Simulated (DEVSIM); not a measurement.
Structure: Ni/SiO2/n-Si capacitor, at 300 K.

Layer 1 from the left is SiO2, thickness (nm) 1.80. Layer 2 from the left is Si, thickness (nm) 10000, Nd (cm⁻³) 3.2e14.

Metal gate on the left, work function 5.1 eV. Fixed charge at the semiconductor interface 1e11 cm⁻² (in units of +e); interface traps 6.1e10 cm⁻² eV⁻¹, uniform in energy, neutral level at 0.7 of the gap above the valence band.

The device is made up for the run: typed textbook-type constants, with dimensions and the other settings drawn at random. Values at 300 K.

SiO2: gap (eV) 9, affinity (eV) 0.9, permittivity 3.9. Si: gap (eV) 1.124, affinity (eV) 4.05, permittivity 11.7, Nc (cm⁻³) 2.86e19, Nv (cm⁻³) 3.1e19.

Simulated with DEVSIM: 1D Poisson equation in equilibrium, Boltzmann statistics, complete ionisation; no quantum confinement or tunnelling. Metal contacts follow the ideal Schottky-Mott rule: no Fermi-level pinning, no interface dipoles.

What does the simulation give for the threshold voltage (band bending 2φF), the minimum of the low-frequency capacitance, the flat-band voltage?

threshold voltage (band bending 2φF) 0.21 V; minimum of the low-frequency capacitance 0.0178 μF/cm²; flat-band voltage 0.75 V.
